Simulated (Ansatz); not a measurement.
Consider AlCo in the CsCl type structure (space group Pm-3m, No. 221; a = 2.824 Å; weakly magnetic (sensitive to the mesh); relaxed with 0.1 eV smearing).

All numbers come from r2SCAN (Ansatz, a quantum-chemistry and plane-wave program; PAW; 500 eV plane waves; scalar-relativistic without spin-orbit coupling), earlier PAW set.

For the base:

- Pressure = 0.0 GPa
- Band gap = zero

The change: every lattice vector is stretched by 1.28 %, atoms relaxed at fixed cell.

Task: What happens to the energy relative to the base, pressure and band gap?

Result: The energy grows by 9.6 meV/atom; the pressure goes from zero to -6.8 GPa; the band gap is still zero.

The magnetic state is the one reached from the starting moments; the real material's order can differ, and small cells can't hold many antiferromagnetic ones. The cells carry an imposed strain or load. No phonon test of stability was made. Starting moments died away, wholly or in part, for the base; another magnetic solution may exist.
